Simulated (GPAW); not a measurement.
# A series of runs on CaCd3 (P6_3/mmc, 8 atoms in the cell)

CaCd₃ is taken in the hexagonal space group P6₃/mmc (No. 194), Pearson symbol hP8. Lattice parameters: a = 6.7032 Å, b = 6.7032 Å, c = 4.9989 Å, α = 90.00°, β = 90.00°, γ = 120.00°. Ca on 2d is coordinated by 12 Cd at 3.228–3.353 Å. Cd on 6h sees 6 Cd at 3.096–3.165 Å and 2 Cd at 3.538 Å and 4 Ca at 3.228–3.353 Å. (Neighbours: up to the widest gap in distance over summed covalent radii, below 1.35, at either atom.)

Base run A: GPAW with PBEsol, GPAW PAW datasets PBEsol (made by gpaw-setup), self-consistent single point.

Its settings: mode = pw; ecut = 550 eV; xc = PBEsol; kpts = 4 4 5; mesh shift (steps) = 0 0 0; occupations.name = methfessel-paxton; occupations.width = 0.1 eV; occupations.order = 1; nbands = -12; convergence.density = 1e-05 e/electron; convergence.energy = 1e-05 eV/electron; symmetry.symmorphic = false; symmetry.tolerance = 0.0005; maxiter = 100.

The starting cell comes from a database of computed structures (which also holds hypothetical and non-ambient phases and stackings), without a prior relaxation at this level.

ΔF is the free energy per atom less that of run A. 

Run A gave: pressure (GPa) -2.01; largest force (eV/Å) 0.061.

Runs:
- B: nbands = 46
- C: nbands = -1
- D: nbands = -2
- E: nbands = -4
- F: nbands = -8
- G: nbands = -16
- H: nbands = -32
- I: nbands = -64

Task: What does run B change against A?

Result: The free energy rises by 38.0 meV/atom, the pressure goes from -2.01 to -1.65 GPa and the largest force goes from 0.061 to 0.027 eV/Å.

Task: What does run C change against A?

Result: The free energy rises by 7.2 meV/atom, the pressure goes from -2.01 to -1.88 GPa and the largest force goes from 0.061 to 0.095 eV/Å.

Task: What does run D change against A?

Result: The free energy goes up by 2.2 meV/atom, the pressure stays near -1.95 GPa while the zz stress (positive for compression) goes from -1.77 to -1.44 GPa and the largest force goes from 0.061 to 0.085 eV/Å.

```csv
run,ΔF (meV/atom),pressure (GPa),largest force (eV/Å)
A,0.00,-2.01,0.061
B,38.0,-1.65,0.027
C,7.2,-1.88,0.095
D,2.2,-1.95,0.085
E,0.00,-2.01,0.061
F,0.00,-2.01,0.062
G,0.00,-2.01,0.062
H,0.00,-2.01,0.061
I,0.00,-2.01,0.061
```
